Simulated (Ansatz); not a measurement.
Density of states of SnSb (Fm-3m) near the Fermi level, Ansatz (a first-principles code) with PBEsol, rigid bands.

```json
[
 {"E − E_F (eV)": "-1.90", "states/eV/cell": "1.25"},
 {"E − E_F (eV)": "-1.80", "states/eV/cell": "1.24"},
 {"E − E_F (eV)": "-1.70", "states/eV/cell": "1.24"},
 {"E − E_F (eV)": "-1.60", "states/eV/cell": "1.24"},
 {"E − E_F (eV)": "-1.50", "states/eV/cell": "1.24"},
 {"E − E_F (eV)": "-1.40", "states/eV/cell": "1.23"},
 {"E − E_F (eV)": "-1.30", "states/eV/cell": "1.23"},
 {"E − E_F (eV)": "-1.20", "states/eV/cell": "1.23"},
 {"E − E_F (eV)": "-1.10", "states/eV/cell": "1.23"},
 {"E − E_F (eV)": "-1.00", "states/eV/cell": "1.23"},
 {"E − E_F (eV)": "-0.90", "states/eV/cell": "1.23"},
 {"E − E_F (eV)": "-0.80", "states/eV/cell": "1.23"},
 {"E − E_F (eV)": "-0.70", "states/eV/cell": "1.21"},
 {"E − E_F (eV)": "-0.60", "states/eV/cell": "1.18"},
 {"E − E_F (eV)": "-0.50", "states/eV/cell": "1.16"},
 {"E − E_F (eV)": "-0.40", "states/eV/cell": "1.14"},
 {"E − E_F (eV)": "-0.30", "states/eV/cell": "1.12"},
 {"E − E_F (eV)": "-0.20", "states/eV/cell": "1.10"},
 {"E − E_F (eV)": "-0.10", "states/eV/cell": "1.01"},
 {"E − E_F (eV)": "0.00", "states/eV/cell": "0.91"},
 {"E − E_F (eV)": "0.10", "states/eV/cell": "0.84"},
 {"E − E_F (eV)": "0.20", "states/eV/cell": "0.76"},
 {"E − E_F (eV)": "0.30", "states/eV/cell": "0.79"},
 {"E − E_F (eV)": "0.40", "states/eV/cell": "0.84"},
 {"E − E_F (eV)": "0.50", "states/eV/cell": "0.92"},
 {"E − E_F (eV)": "0.60", "states/eV/cell": "1.09"},
 {"E − E_F (eV)": "0.70", "states/eV/cell": "1.13"},
 {"E − E_F (eV)": "0.80", "states/eV/cell": "0.93"},
 {"E − E_F (eV)": "0.90", "states/eV/cell": "0.64"},
 {"E − E_F (eV)": "1.00", "states/eV/cell": "0.56"},
 {"E − E_F (eV)": "1.10", "states/eV/cell": "0.62"},
 {"E − E_F (eV)": "1.20", "states/eV/cell": "0.74"},
 {"E − E_F (eV)": "1.30", "states/eV/cell": "0.66"},
 {"E − E_F (eV)": "1.40", "states/eV/cell": "0.85"},
 {"E − E_F (eV)": "1.50", "states/eV/cell": "0.92"},
 {"E − E_F (eV)": "1.60", "states/eV/cell": "0.94"},
 {"E − E_F (eV)": "1.70", "states/eV/cell": "1.01"},
 {"E − E_F (eV)": "1.80", "states/eV/cell": "1.09"},
 {"E − E_F (eV)": "1.90", "states/eV/cell": "1.09"}
]
```

With 2 atoms a cell, what bare Sommerfeld coefficient γ = (π²/3) k_B² N(E_F) follows?

N(E_F) ≈ 0.92 states/eV a cell at 300 K, so γ ≈ 1.08 mJ/(mol of atoms·K²), before electron-phonon enhancement.

How far does the Fermi level move in a rigid band for 0.1 electron a cell added or removed?

115 meV and -104 meV.

A metal at this level (no band gap); rigid bands, thermally averaged at 300 K, both spins. Spin-orbit coupling is left out. Geometry: cell and atoms relaxed with PBEsol.

Formula and space group known from diffraction (Crystallography Open Database), not checked to be the room-temperature form: SnSb (Fm-3m).
